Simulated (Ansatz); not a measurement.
The parent structure is TiO2 in the anatase structure (space group I4_1/amd, No. 141; a = 3.799 Å, c = 9.701 Å).

Structures relaxed with PBE (Ansatz, an electronic-structure program; PAW; 420 eV plane waves; no SOC).

Base:

Simulated powder pattern, Co Kα, λ = 1.79026 Å (kinematic, ideal powder, no thermal factors, no anomalous dispersion; the 14 strongest lines at most, above 2 %, up to 2θ = 90°):

| 2θ (°) | I/Imax (%) | hkl |
|---|---|---|
| 29.32 | 100 | (101) |
| 42.63 | 5.8 | (103) |
| 43.32 | 20 | (004) |
| 44.78 | 7.0 | (112) |
| 56.23 | 28 | (200) |
| 62.40 | 19 | (105) |
| 64.68 | 18 | (211) |
| 73.05 | 2.8 | (213) |
| 73.54 | 14 | (204) |
| 80.51 | 7.3 | (116) |
| 83.59 | 7.5 | (220) |
| 88.91 | 13 | (215) |

After one change:

Simulated powder pattern, Co Kα, λ = 1.79026 Å (kinematic, ideal powder, no thermal factors, no anomalous dispersion; the 14 strongest lines at most, above 2 %, up to 2θ = 90°):

```csv
2θ (°),I/Imax (%)
29.64,100
43.70,6.8
44.95,21
45.44,6.6
56.66,29
64.49,18
65.25,18
74.18,3.3
75.09,15
83.27,5.9
84.31,7.8
```

Q: What was done to the base?
A. pressure −2 GPa
B. pressure 15 GPa
C. pressure 9 GPa
D. pressure 0.9 GPa

A: C, pressure 9 GPa. Its volume per atom is 11.11 Å³ against 11.67 Å³, and its space group is I4_1/amd (No. 141).

Load acts through the strain it causes; cell and atoms are relaxed under it. Whether these cells are dynamically stable was not tested. Competing high-pressure phases were not computed. The final runs are not spin-polarised.
